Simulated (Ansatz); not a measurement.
Reference: BaAl2 (Fd-3m), PBEsol, DFPT electron-phonon coupling, linearised Boltzmann equation (plane waves, PAW, scalar-relativistic; Ansatz, an electronic-structure program); geometry: relaxed with this functional, without spin-orbit coupling.

```xyz
6
Lattice="0.0000 4.1951 4.1951 4.1951 0.0000 4.1951 4.1951 4.1951 0.0000" Properties=species:S:1:pos:R:3 pbc="T T T"
Ba     4.1951     4.1951     4.1951
Ba     6.2926     6.2926     6.2926
Al     1.0488     1.0488     1.0488
Al     1.0488     3.1463     3.1463
Al     3.1463     3.1463     1.0488
Al     3.1463     1.0488     3.1463
```

The resistivity at 300 K is 29 μΩ·cm and the mean free path at 300 K is 5.8 nm. The electron-phonon coupling λ is 0.58 and the logarithmic mean phonon energy is 15.9 meV.

### Question
Replace Ba by Sr on the same sites and relax. What happens?

### Answer
SrAl₂ (Fd-3m): volume per atom 24.6 to 22.9 Å³; resistivity at 300 K falls (29 μΩ·cm to 18.0 μΩ·cm); mean free path at 300 K rises (5.8 nm to 7.7 nm); electron-phonon coupling λ falls (0.58 to 0.42); logarithmic mean phonon energy rises (15.9 meV to 20 meV).

### Question
Swap Ba for Lu, keeping the structure type. How do these values move?

### Answer
LuAl₂ (Fd-3m): volume per atom 24.6 to 18.8 Å³; resistivity at 300 K falls (29 μΩ·cm to 24 μΩ·cm); mean free path at 300 K rises (5.8 nm to 6.8 nm); electron-phonon coupling λ falls (0.58 to 0.38); logarithmic mean phonon energy rises (15.9 meV to 18.5 meV).

### Question
Swap Ba for Y, keeping the structure type. How do these values move?

### Answer
YAl2 (Fd-3m): volume per atom 24.6 to 19.8 Å³; resistivity at 300 K rises (29 μΩ·cm to 34 μΩ·cm); mean free path at 300 K stays about the same (5.8 nm to 6.3 nm); electron-phonon coupling λ falls (0.58 to 0.40); logarithmic mean phonon energy rises (15.9 meV to 21 meV).

Moves up to 11 % count as about the same. Metals; harmonic phonons alone scatter; means over directions. The mean free path is weighted by the current that each state carries. Halving the electron mesh moves these values by up to 8 %; q meshes are mostly untested. Some of the runs warned that the eigensolver left states short of its tolerance. Spin-orbit coupling is left out.

Computed structure with no diffraction record at hand here (it may be known, metastable or hypothetical): BaAl2 (Fd-3m), LuAl2 (Fd-3m), SrAl2 (Fd-3m). The missing spin-orbit coupling matters most for LuAl2 (Fd-3m).
